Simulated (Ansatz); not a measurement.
The parent structure is ZnS in the zinc blende structure (space group F-43m, No. 216; a = 5.4434 Å).

Calculations: PBE (Ansatz, a quantum-chemistry and plane-wave program; PAW; 420 eV plane waves; no spin-orbit coupling).

For the base:

- Width of the top valence band = 2.63 eV

Now apply this change: the cell is scaled by 1.0250 in all directions; the atoms relax in the strained cell.

### Question
What happens to the mean gap deformation potential ΔEg/Δln V?

### Answer
The mean gap deformation potential ΔEg/Δln V comes out as -4.2 eV.

### Question
Estimate the effect on the width of the top valence band.

### Answer
The width of the top valence band decreases by 0.32 eV to 2.31 eV.

Stability against distortions was not tested.
